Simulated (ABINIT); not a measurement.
Input and output of a self-consistent single point for Al₂Cu (I4/mcm, 6 atoms in the cell) (ABINIT)

Level of theory: PBE, PAW (JTH v2.0 PBE PAW) (plane waves; ABINIT).

Input:

```
# Al2Cu, JTH v2.0 PBE PAW
pp_dirpath "./"
pseudos "Al.GGA_PBE-JTH.xml, Cu.GGA_PBE-JTH.xml"
acell 3*1.0
rprim
        -5.6670996751    5.6670996751    4.5216138388
         5.6670996751   -5.6670996751    4.5216138388
         5.6670996751    5.6670996751   -4.5216138388
natom 6
ntypat 2
znucl 13 29
typat 1 1 1 1 2 2
xcart
         0.9513110580    2.0475889420    2.3927350000
         2.0475889420    0.9513110580   -0.0000000000
         0.9513110580    3.9502110580   -0.0000000000
         2.0475889420   -0.9513110580    2.3927350000
        -0.0000000000   -0.0000000000    1.1963675000
        -0.0000000000   -0.0000000000    3.5891025000
      Angstrom
ecut 816 eV
pawecutdg 1633 eV
ixc 11
occopt 7
tsmear 0.272 eV
nband 33
kptopt 1
ngkpt 6 6 6
nshiftk 1
shiftk 0 0 0
nstep 60
tolvrs 1.0e-11
prtwf 0
prtden 0
prtvol 1
enunit 2
```

Log, with long lists cut:

```
 Symmetries : space group I4/m c m (#140); Bravais tI (body-center tetrag.)

 -outvars: echo values of preprocessed input variables --------
            acell      1.0000000000E+00  1.0000000000E+00  1.0000000000E+00 Bohr
             ecut      2.99874495E+01 Hartree
           enunit           2
              ixc          11
         kptrlatt        6    0    0      0    6    0      0    0    6
          kptrlen      5.42593661E+01
            natom           6
            nband          33
            ngfft          48      48      48
          ngfftdg          72      72      72
             nkpt          30
            nstep          60
             nsym          16
           ntypat           2
           occopt           7
        pawecutdg      6.00116484E+01 Hartree
            rprim     -5.6670996751E+00  5.6670996751E+00  4.5216138388E+00
                       5.6670996751E+00 -5.6670996751E+00  4.5216138388E+00
                       5.6670996751E+00  5.6670996751E+00 -4.5216138388E+00
          spgroup         140
           tolvrs      1.00000000E-11
           tsmear      9.99581651E-03 Hartree
            typat      1  1  1  1  2  2
           useylm           1
             xred      8.4139000204E-01  6.5861000233E-01  5.0000000000E-01
                       1.5861000233E-01  3.4139000204E-01  5.0000000000E-01
                       6.5861000233E-01  1.5861000233E-01  8.1722000029E-01
                       3.4139000204E-01  8.4139000204E-01  1.8277999971E-01
                       2.5000000219E-01  2.5000000219E-01  0.0000000000E+00
                       7.5000000219E-01  7.5000000219E-01  0.0000000000E+00
            znucl       13.00000   29.00000

== DATASET  1 ==================================================================

 Exchange-correlation functional for the present dataset will be:
  GGA: Perdew-Burke-Ernzerhof functional - ixc=11
 Citation for XC functional:
  J.P.Perdew, K.Burke, M.Ernzerhof, PRL 77, 3865 (1996)

 Real(R)+Recip(G) space primitive vectors, cartesian coordinates (Bohr,Bohr^-1):
 R(1)= -5.6670997  5.6670997  4.5216138  G(1)=  0.0000000  0.0882286  0.1105800
 R(2)=  5.6670997 -5.6670997  4.5216138  G(2)=  0.0882286  0.0000000  0.1105800
 R(3)=  5.6670997  5.6670997 -4.5216138  G(3)=  0.0882286  0.0882286  0.0000000
 Unit cell volume ucvol=  5.8086494E+02 bohr^3
 Angles (23,13,12)=  1.03971943E+02  1.03971943E+02  1.21138363E+02 degrees

 Coarse grid specifications (used for wave-functions):

 getcut: wavevector=  0.0000  0.0000  0.0000  ngfft=  48  48  48
         ecut(hartree)=     29.987   => boxcut(ratio)=   2.11646

 Fine grid specifications (used for densities):

 getcut: wavevector=  0.0000  0.0000  0.0000  ngfft=  72  72  72
         ecut(hartree)=     60.012   => boxcut(ratio)=   2.24416

   2.99073272E+03                                ecore*ucvol(ha*bohr**3)

_setup2: Arith. and geom. avg. npw (full set) are    4555.088    4555.079

--- !BeginCycle
solver: {iscf: 17, nstep: 60, nline: 4, wfoptalg: 10, }
tolerances: {tolvrs: 1.00E-11, }
...

     iter   Etot(hartree)      deltaE(h)  residm     nres2
 ETOT  1  -400.54184943744    -4.005E+02 4.905E+01 1.391E+02
 ETOT  2  -404.63420048504    -4.092E+00 6.752E-02 1.722E+02
 ETOT  3  -404.39626582034     2.379E-01 1.278E-01 1.863E+01
 ETOT  4  -404.38808259947     8.183E-03 3.976E-02 6.169E-01
 ETOT  5  -404.38691525742     1.167E-03 2.213E-02 2.629E-01
 ETOT  6  -404.38652302136     3.922E-04 4.988E-03 7.954E-02
   [... 16 lines left out ...]
 ETOT 23  -404.38651862940    -4.889E-12 1.896E-05 3.862E-10
 ETOT 24  -404.38651862940    -2.728E-12 2.170E-05 4.778E-10
 ETOT 25  -404.38651862940    -3.411E-13 1.267E-05 1.340E-11
 ETOT 26  -404.38651862942    -1.330E-11 1.454E-05 1.891E-11
 ETOT 27  -404.38651862940     1.296E-11 8.416E-06 8.807E-12

 At SCF step   27       nres2   =  8.81E-12 < tolvrs=  1.00E-11 =>converged.

 Cartesian components of stress tensor (hartree/bohr^3)
  sigma(1 1)= -9.73336927E-05  sigma(3 2)=  0.00000000E+00
  sigma(2 2)= -9.73336927E-05  sigma(3 1)=  0.00000000E+00
  sigma(3 3)= -2.05692885E-04  sigma(2 1)=  0.00000000E+00

 ----iterations are completed or convergence reached----

 reduced coordinates (array xred) for    6 atoms
       0.841390002039      0.658610002333      0.500000000000
       0.158610002333      0.341390002039      0.500000000000
       0.658610002333      0.158610002333      0.817220000294
       0.341390002039      0.841390002039      0.182779999706
       0.250000002186      0.250000002186      0.000000000000
       0.750000002186      0.750000002186      0.000000000000
 cartesian forces (eV/Angstrom) at end:
    1     -0.02448507699780     0.02448507699780     0.00000000000000
    2      0.02448507699780    -0.02448507699780    -0.00000000000000
    3     -0.02448507699780    -0.02448507699780     0.00000000000000
    4      0.02448507699780     0.02448507699780    -0.00000000000000
    5     -0.00000000000000     0.00000000000000    -0.00000000000000
    6     -0.00000000000000    -0.00000000000000    -0.00000000000000
 frms,max,avg= 1.6323385E-02 2.4485077E-02   0.000E+00  0.000E+00  0.000E+00 e/A
 length scales=  1.000000000000  1.000000000000  1.000000000000 bohr
              =  0.529177208590  0.529177208590  0.529177208590 angstroms
 Fermi (or HOMO) energy (hartree) =   0.32662   Average Vxc (hartree)=  -0.38918
 Eigenvalues (hartree) for nkpt=  30  k points:
 kpt#   1, nband= 33, wtk=  0.00463, kpt=  0.0000  0.0000  0.0000 (reduced coord)
  -3.85678   -3.85636   -2.29022   -2.29022   -2.28995   -2.28982   -2.28982   -2.28566
  -0.07846    0.12570    0.13339    0.13379    0.13379    0.16887    0.17452    0.18607
   0.19793    0.20848    0.20848    0.21382    0.21382    0.25099    0.27559    0.28125
   0.28125    0.29574    0.31974    0.32837    0.38627    0.38627    0.39321    0.52158
   0.52158
      occupation numbers for kpt#   1
   2.00000    2.00000    2.00000    2.00000    2.00000    2.00000    2.00000    2.00000
   2.00000    2.00000    2.00000    2.00000    2.00000    2.00000    2.00000    2.00000
   2.00000    2.00000    2.00000    2.00000    2.00000    2.00000    2.00000    2.00000
   2.00000    1.99999    1.66963    0.80345    0.00000    0.00000    0.00000    0.00000
   0.00000
 prteigrs : prtvol=0 or 1, do not print more k-points.

 Fermi (or HOMO) energy (eV) =   8.88767   Average Vxc (eV)= -10.59010
 Eigenvalues (   eV  ) for nkpt=  30  k points:
 kpt#   1, nband= 33, wtk=  0.00463, kpt=  0.0000  0.0000  0.0000 (reduced coord)
-104.94836 -104.93680  -62.32013  -62.32013  -62.31265  -62.30928  -62.30928  -62.19597
  -2.13504    3.42046    3.62967    3.64065    3.64065    4.59514    4.74906    5.06331
   5.38605    5.67301    5.67301    5.81828    5.81828    6.82975    7.49918    7.65309
   7.65309    8.04743    8.70045    8.93553   10.51102   10.51102   10.69973   14.19299
  14.19299
 prteigrs : prtvol=0 or 1, do not print more k-points.

--- !EnergyTerms
comment             : Components of total free energy in Hartree
kinetic             :  2.52854241356797E+01
hartree             :  1.54976505201735E+02
xc                  : -9.89113092359674E+00
Ewald energy        : -1.69499840948078E+02
psp_core            :  5.14875752050230E+00
local_psp           : -3.48510998413539E+02
spherical_terms     : -6.18927478278453E+01
internal            : -4.04384031255142E+02
'-kT*entropy'       : -2.48647221915154E-03
total_energy        : -4.04386517727361E+02
total_energy_eV     : -1.10039167616879E+04
...

-Cartesian components of stress tensor (GPa)         [Pressure=  3.9263E+00 GPa]
- sigma(1 1)= -2.86365562E+00  sigma(3 2)=  0.00000000E+00
- sigma(2 2)= -2.86365562E+00  sigma(3 1)=  0.00000000E+00
- sigma(3 3)= -6.05169258E+00  sigma(2 1)=  0.00000000E+00

 Calculation completed.
```

The run converged in 27 iterations.

The starting cell comes from a database of computed structures (which also holds hypothetical and non-ambient phases and stackings), without a prior relaxation at this level. Spin polarisation is off. With a pressure of about 4 GPa the cell is away from its equilibrium volume at this level.

These are the values that this program gave, and no reference: the one-centre exchange-correlation terms come from a truncated expansion.

Cost on one core of a shared machine: roughly 7 min.
